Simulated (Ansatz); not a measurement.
Response to strain in Ru

The parent structure is Ru in the hcp (Mg type) structure (space group P6_3/mmc, No. 194; relaxed with 0.1 eV smearing).

```yaml
crystal:
  lattice:
    - [2.72191, 0.00000, 0.00000]
    - [-1.36096, 2.35725, 0.00000]
    - [0.00000, 0.00000, 4.29398]
  atoms:
    - { symbol: Ru, position: [0.66667, 0.33333, 0.75000] }
    - { symbol: Ru, position: [0.33333, 0.66667, 0.25000] }
```

Strains are applied to the cell and any free atomic positions relax.

The values are results of PBE (Ansatz, a quantum-chemistry and plane-wave program), without spin-orbit coupling, not measurements.

Candidates:
(a) isotropic strain −3.00 %
(b) isotropic strain −2.50 %
(c) isotropic strain +0.50 %
(d) isotropic strain +1.00 %

Notes on the quantities. energy relative to the base: free energy F.

Q: Order them by energy relative to the base, lowest first.

A: (c) isotropic strain +0.50 % (+3.0 meV/atom), (d) isotropic strain +1.00 % (+12 meV/atom), (b) isotropic strain −2.50 % (+83 meV/atom), (a) isotropic strain −3.00 % (+122 meV/atom)

Whether these cells are dynamically stable was not tested. The final runs are not spin-polarised.
